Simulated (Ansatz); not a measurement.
The parent structure is SiC in the zinc blende structure (space group F-43m, No. 216; a = 4.356 Å).

Method: r2SCAN/PAW in Ansatz (a program for electronic structure), no spin-orbit coupling.

Base values:

```
Property                        Value
----------------------------  -------
Gap between the host's bands  1.71 eV
```

The change: 0.0413 electrons added to each cell, a density of 2.0×10^21 cm⁻³, with a uniform compensating background at fixed cell and a 300 K Fermi–Dirac width.

### Question
Predict the new gap between the host's bands and Fermi level from band edge.

### Answer
The gap between the host's bands decreases by 0.018 eV, from 1.71 eV to 1.70 eV; the Fermi level relative to the doped band's edge (positive inside the band; to 0.05 eV) is +0.75 eV.

Charged cell with a jellium background: band edges are those of the host's band count, energies are not comparable with the neutral cell, and many-body gap narrowing is missing. Stability against distortions was not tested.
